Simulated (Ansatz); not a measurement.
## A computed series for Pd: response to strain

Take Pd in the fcc (Cu type) structure (space group Fm-3m, No. 225; a = 3.841 Å; relaxed with 0.1 eV smearing) as the base. Axes: x, y, z lie along the cube axes.

Strains are applied to the cell and any free atomic positions relax; under biaxial strain the out-of-plane vector relaxes too.

Method: LDA (Ansatz, a program for electronic structure), spin-orbit coupling left out.

| biaxial strain, plane normal [111], relaxed out of plane (%) | out-of-plane strain (%) |
|---|---|
| 0 | 0.00 |
| 0.42 | -0.39 |
| 0.83 | ? |
| 1.25 | -1.16 |
| 1.67 | -1.54 |
| 2.08 | -1.91 |
| 2.5 | -2.28 |

Fit ε⊥ = −νε + γε² (strains in %) to the rows shown and predict the withheld row.

Least squares on the printed values gives ν = 0.94 (the biaxial Poisson response) and γ = 0.012 (largest residual 0.00 %); this predicts -0.77 %, and the run gives -0.77 %, in agreement.

Whether these cells are dynamically stable was not tested. The final runs are not spin-polarised. Pd lies near a magnetic instability that expansion can trigger; it was not tested.
